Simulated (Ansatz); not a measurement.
Start from TaTlP2O8 (space group P-3m1, No. 164; a = 5.2144 Å, c = 8.2331 Å; a cell from a computed database, its experimental status unchecked). Axes: x lies along a and z along c of the hexagonal cell.

Calculations: PBEsol/PAW in Ansatz (a quantum-chemistry and plane-wave program), no spin-orbit coupling, earlier PAW set.

The change: uniaxial strain ε_zz = +1.43 %, all other strain components held at zero, atoms relaxed at fixed cell.

Predict the stress tensor and what it implies for the stiffness.

Stress of the strained cell less that of the base (GPa, compression positive):
```
  -0.16    0.00    0.00
   0.00   -0.16    0.00
   0.00    0.00   -0.30
```

Then −Δσ_ii/ε with ε = 0.0143 gives secant stiffness values (nonlinear terms included at this strain): C33 ≈ 21 GPa.

No phonon test of stability was made.
